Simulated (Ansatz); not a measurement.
**Convergence study of the k-point mesh at a smearing width of 0.3 eV for K (Im-3m, 1 atom in the cell)**

```yaml
crystal:
  lattice:
    - [-2.65320, 2.65320, 2.65320]
    - [2.65320, -2.65320, 2.65320]
    - [2.65320, 2.65320, -2.65320]
  atoms:
    - { symbol: K, position: [0.00000, 0.00000, 0.00000] }
```

Computed with PBE (plane waves, PAW; Ansatz, an electronic-structure program).

Base settings: basis.ecutwfc = 420 eV; kpoints.mp_grid.grid = 9 9 9; hamiltonian.xc = pbe; hamiltonian.pseudopotentials = {kind: paw} (the program's default PAW files); scf.occupations.method = fermi_dirac; scf.occupations.width = 0.1 eV.

In this ladder: scf.occupations.width = 0.3 eV.

Only quantities that move along the ladder and can be compared are tabulated.

The count of work is k-points × plane waves × bands × iterations; it is no time. 

The starting cell has typed, rounded lattice constants, without a prior relaxation at this level. Its lattice was rescaled by up to half a per cent. Ansatz's pressure includes its estimate of the finite-basis (Pulay) stress.

| kpoints.mp_grid.grid | free energy less the last step's (meV/atom) | pressure (GPa) | count of work / last |
|---|---|---|---|
| 3 3 3 | -45.67 | -0.06 | 0.014 |
| 4 4 4 | 9.81 | 0.10 | 0.028 |
| 5 5 5 | -2.22 | 0.05 | 0.035 |
| 6 6 6 | 0.72 | 0.06 | 0.056 |
| 7 7 7 | -0.24 | 0.06 | 0.070 |
| 8 8 8 | 0.09 | 0.06 | 0.10 |
| 10 10 10 | 0.01 | 0.06 | 0.16 |
| 12 12 12 | 0.00 | 0.06 | 0.25 |
| 14 14 14 | 0.00 | 0.06 | 0.36 |
| 17 17 17 | 0.00 | 0.06 | 0.58 |
| 21 21 21 | 0.00 | 0.06 | 1.0 |

Coarsest kpoints.mp_grid.grid that holds the free energy within 0.5 meV/atom of the last step, with all finer ones: 7 7 7, at 0.070 of the last step's count of work; the step before is off by 0.72 meV/atom.

Coarsest kpoints.mp_grid.grid that holds the pressure within 0.05 GPa of the last step, with all finer ones: 4 4 4, at 0.028 of the last step's count of work; the step before is off by 0.12 GPa.

Keys are those of Ansatz 0.2.
